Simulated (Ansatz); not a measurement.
## A computed series for NbAs: pressure series

The reference is NbAs (space group I4_1md, No. 109; a = 3.4736 Å, c = 11.7487 Å).

Cell and atoms are relaxed at each pressure.

Method: PBE (Ansatz, a first-principles code, PAW, no spin-orbit coupling).

```json
[
 {"pressure (GPa)": "-2", "volume per atom (Å³/atom)": "17.949"},
 {"pressure (GPa)": "-1", "volume per atom (Å³/atom)": "17.832"},
 {"pressure (GPa)": "0", "volume per atom (Å³/atom)": "17.720"},
 {"pressure (GPa)": "0.9", "volume per atom (Å³/atom)": "17.622"},
 {"pressure (GPa)": "4.5", "volume per atom (Å³/atom)": "17.256"},
 {"pressure (GPa)": "9", "volume per atom (Å³/atom)": "16.849"},
 {"pressure (GPa)": "15", "volume per atom (Å³/atom)": "16.373"},
 {"pressure (GPa)": "22.5", "volume per atom (Å³/atom)": "?"},
 {"pressure (GPa)": "30", "volume per atom (Å³/atom)": "15.418"}
]
```

**Question.** Fit the third-order Birch–Murnaghan form P(V) = (3B₀/2)[(V₀/V)^(7/3) − (V₀/V)^(5/3)]·[1 + (3/4)(B₀′ − 4)((V₀/V)^(2/3) − 1)] (squares taken in P) to the rows shown and predict the withheld row.

**Answer.** Least squares on the printed values gives V₀ = 17.720 Å³/atom, B₀ = 160 GPa, B₀′ = 4.2; this predicts 15.861 Å³/atom, and the run gives 15.862 Å³/atom, in agreement.

Load acts through the strain it causes; cell and atoms are relaxed under it. No phonon test of stability was made. Competing high-pressure phases were not computed. The final runs are not spin-polarised.
